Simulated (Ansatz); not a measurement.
Consider InP in the zinc blende structure (space group F-43m, No. 216; a = 5.9070 Å).

Level of theory: plane-wave PAW DFT at the r2SCAN level (Ansatz, a first-principles code, 500 eV), without spin-orbit coupling.

Before the change:

```
Property            Value
---------------  --------
Band gap          1.03 eV
Volume per atom  25.76 Å³
```

It is then changed as follows: hydrostatic tension (pressure −1 GPa).

**Question.** What does the calculation give for the band gap after the change?

**Answer.** The band gap decreases by 0.09 eV (1.03 eV → 0.94 eV).

**Question.** Predict the new volume per atom.

**Answer.** The volume per atom increases by 0.395 Å³, from 25.76 Å³ to 26.16 Å³.

Load acts through the strain it causes; cell and atoms are relaxed under it. No phonon test of stability was made.
